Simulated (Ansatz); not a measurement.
**Amorphous In9Ga9Zn9O38Sn**

The cell was made by melting and quenching with the CHGNet potential and then relaxed with DFT. O atoms were pushed apart under 1.9 Å during the dynamics, to hinder bonds among them. The hot cell started wider than the set density and was brought back towards it in steps. It is the lowest in DFT energy of 2 quenches. It is a model cell: composition and starting density were chosen by hand, and all elements were melted together. No dispersion term was used.

Methods: PBE, scalar-relativistic without spin-orbit coupling (Ansatz, a program for electronic structure); r2SCAN, scalar-relativistic without spin-orbit coupling (Ansatz); HSE06, scalar-relativistic without spin-orbit coupling (Ansatz). Geometry, pressure, stress and energy are those of the PBE run. Its sampling: a 2×2×2 Γ-centred mesh; Fermi-Dirac width 0.02 eV; no spin polarisation. Other functionals are single points at the zone centre (r2SCAN at 500 eV; exact exchange cut at the cell's faces), free to take moments where seeds were set. At PBE the levels at the filled edge of the gap are localised (band-tail or defect states).

The number of atoms in the cell comes out as 66. The density (held, not predicted) is 5.91 g/cm³ and the volume per atom is 12.67 Å³. The pressure on a 2×2×2 Γ-centred mesh is 0.52 GPa, the largest force and stress component on that mesh (the relaxation ran on the zone centre alone) comes out as 0.06 eV/Å and 0.6 GPa and the level gap on a 2×2×2 Γ-centred mesh (PBE) is 0.80 eV. The level gap at the zone centre (PBE) comes out as 0.82 eV, the level gap at the zone centre (r2SCAN) is 1.31 eV and the level gap at the zone centre (HSE06) comes out as 2.41 eV.

Cut-offs for bonds: In-In 3.12 Å, In-Ga 2.90 Å, In-Zn 2.90 Å, In-O 2.84 Å, In-Sn 3.09 Å, Ga-Ga 2.68 Å, Ga-Zn 2.68 Å, Ga-O 2.28 Å, Ga-Sn 2.87 Å, Zn-Zn 2.68 Å, Zn-O 2.42 Å, Zn-Sn 2.87 Å, O-O 1.58 Å, O-Sn 2.46 Å, Sn-Sn 3.06 Å. Two cations that share two anions don't count as bonded, nor two that share one unless they lie closer than In-In 3.04 Å, In-Ga 2.82 Å, In-Zn 2.82 Å, In-Sn 3.01 Å, Ga-Ga 2.61 Å, Ga-Zn 2.61 Å, Ga-Sn 2.79 Å, Zn-Zn 2.61 Å, Zn-Sn 2.79 Å, Sn-Sn 2.97 Å.

Mean coordination of In by anions: 6.00 (1 with 5, 7 with 6, 1 with 7)
Mean coordination of Ga by anions: 4.44 (5 with 4, 4 with 5)
Mean coordination of Zn by anions: 4.00 (9 with 4)
Mean coordination of O: 3.58 (16 with 3, 22 with 4)
Mean coordination of Sn by anions: 6.00 (1 with 6)
Mean In-O bond: 2.233 Å (spread 0.119 Å, 54 counted)
Mean Ga-O bond: 1.939 Å (spread 0.086 Å, 40 counted)

Its density started from a set value of 5.91 g/cm³. Cooling (nominally 320 K/ps over its main leg) ran many orders faster than in experiment, which tends to leave more defects and strain. One small periodic cell is one sample of the glass; other quenches scatter about these values. The volume was held where the preparation left it and the shape relaxed, at a PBE pressure of 0.5 GPa. Stress components on the final sampling reach 0.6 GPa.
